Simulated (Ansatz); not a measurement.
We consider rock-salt LaSe, described by PBEsol in Ansatz (plane waves, PAW).

A relaxed, unreconstructed slab of the (110) face has 16 atoms, two equal faces of 25.619 Å² each and an energy of -92713.0707 eV. A bulk cell of 4 atoms with the same orientation and in-plane k mesh has -23179.0734 eV. Energies are extrapolated to zero smearing.

Settings: plane-wave cutoff 500 eV, 8×10×1 k mesh (along the axes of the cell as run), Fermi–Dirac smearing 0.05 eV, scalar-relativistic PAW data made under PBE.

Worked out: γ = (E_slab − N E_bulk per atom)/2A = [-92713.0707 − 16 × (-23179.0734/4)]/(2 × 25.619) = 0.0629 eV/Å². With 16.022 J/m² per eV/Å² this is 1.01 J/m², or 1.61 eV per surface cell and face.

Ansatz is a program for electronic structure.
